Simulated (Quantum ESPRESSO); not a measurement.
Quantum ESPRESSO run on Cu₃Au (Pm-3m, 4 atoms in the cell): self-consistent single point.

Method of the run: LDA (PZ), PSlibrary PAW (LDA) pseudopotentials (plane waves; Quantum ESPRESSO).

```
CELL_PARAMETERS angstrom
      3.80711     0.00000     0.00000
      0.00000     3.80711     0.00000
      0.00000     0.00000     3.80711
ATOMIC_POSITIONS crystal
  Cu 0.00000 0.50000 0.50000
  Cu 0.50000 0.00000 0.50000
  Cu 0.50000 0.50000 0.00000
  Au 0.00000 0.00000 0.00000
```

Reference input (self-consistent single point, DFT, PBE, plane waves, PSlibrary PAW (PBE) pseudopotentials): ecutwfc = 50 Ry; ecutrho = 450 Ry; occupations = smearing; smearing = gaussian; degauss = 0.019992 Ry; potentials = {Cu: Cu.pbe-dn-kjpaw_psl.1.0.0.UPF, Au: Au.pbe-n-kjpaw_psl.1.0.0.UPF}; K_POINTS = automatic 9 9 9 0 0 0; conv_thr = 1e-10 Ry; mixing_beta = 0.3. This run's input differs from it in these lines:

```diff
@@ -12,4 +12,4 @@
   ntyp = 2,
-  ecutwfc = 50,
-  ecutrho = 450,
+  ecutwfc = 55,
+  ecutrho = 495,
   occupations = 'smearing',
@@ -23,4 +23,4 @@
 ATOMIC_SPECIES
-Cu    63.5460  Cu.pbe-dn-kjpaw_psl.1.0.0.UPF
-Au   196.9666  Au.pbe-n-kjpaw_psl.1.0.0.UPF
+Cu    63.5460  Cu.pz-dn-kjpaw_psl.1.0.0.UPF
+Au   196.9666  Au.pz-n-kjpaw_psl.1.0.0.UPF
 CELL_PARAMETERS {angstrom}
```

Log, with long lists cut:

```
     Self-consistent Calculation

     iteration #  1     ecut=    55.00 Ry     beta= 0.30

     Threshold (ethr) on eigenvalues was too large:
     Diagonalizing with lowered threshold

     total energy              =   -1378.13322858 Ry
     estimated scf accuracy    <       0.35119150 Ry

     iteration #  2     ecut=    55.00 Ry     beta= 0.30

     total energy              =   -1378.19687955 Ry
     estimated scf accuracy    <       0.03518627 Ry

     iteration #  3     ecut=    55.00 Ry     beta= 0.30

     total energy              =   -1378.20736708 Ry
     estimated scf accuracy    <       0.00716561 Ry

   [... 11 blocks of this kind left out ...]

     iteration # 15     ecut=    55.00 Ry     beta= 0.30

     total energy              =   -1378.20913796 Ry
     estimated scf accuracy    <          3.9E-10 Ry

     iteration # 16     ecut=    55.00 Ry     beta= 0.30
     End of self-consistent calculation

     the Fermi energy is    12.4392 ev

!    total energy              =   -1378.20913796 Ry
     estimated scf accuracy    <          3.1E-11 Ry
     smearing contrib. (-TS)   =      -0.00266036 Ry
     internal energy E=F+TS    =   -1378.20647760 Ry

     convergence has been achieved in  16 iterations

     Forces acting on atoms (cartesian axes, Ry/au):

     atom    1 type  1   force =     0.00000000    0.00000000    0.00000000
   [... zero for the other atoms too ...]

     Total force =     0.000000     Total SCF correction =     0.000000

          total   stress  (Ry/bohr**3)                   (kbar)     P=     -156.81
  -0.00106595   0.00000000   0.00000000         -156.81        0.00        0.00
   0.00000000  -0.00106595   0.00000000            0.00     -156.81        0.00
   0.00000000   0.00000000  -0.00106595            0.00        0.00     -156.81

   JOB DONE.
```

The run converged in 16 iterations. Against the reference run the pressure goes from -3.50 to -15.68 GPa.

The starting cell comes from a database of computed structures (which also holds hypothetical and non-ambient phases and stackings), without a prior relaxation at this level. Its lattice was rescaled by a random factor within 2.5 % of one. Spin polarisation is off. With a pressure of about -16 GPa the cell is away from its equilibrium volume at this level.

Cost on one core of a shared machine: roughly 2 min.
